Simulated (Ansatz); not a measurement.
**CoO in the rock salt structure (space group Fm-3m, No. 225; ferromagnetic)**

Space group Fm-3m (No. 225); a = 4.248 Å, b = 4.248 Å, c = 4.248 Å, α = 90.00°, β = 90.00°, γ = 90.00°

```
atom  site  symmetry       x       y       z
----  ----  --------  ------  ------  ------
O       4a      m-3m  0.0000  0.0000  0.0000
Co      4b      m-3m  0.5000  0.5000  0.5000
```
(The calculation used a cell of 2 atoms; values per cell refer to that cell.)

Calculations: plane-wave PAW DFT at the PBE level (Ansatz, a quantum-chemistry and plane-wave program, 420 eV), no SOC. Γ-centred 19×19×19 mesh, Fermi–Dirac width 0.05 eV.

| Property | Value |
|---|---|
| Volume per atom | 9.58 Å³ |
| Density | 6.49 g/cm³ |
| Band gap | zero |
| Magnetic state | ferromagnetic |
| Total energy | -2846.050 eV/atom (σ→0; compares only within this code and set-up) |

Whether these cells are dynamically stable was not tested. No Hubbard U is applied and the magnetic state is the run's own (CoO ferromagnetic); small cells can't hold the antiferromagnetic order that many such compounds have, so gaps and moments can be off. In its common phase, real CoO is an antiferromagnetic insulator at low temperature.
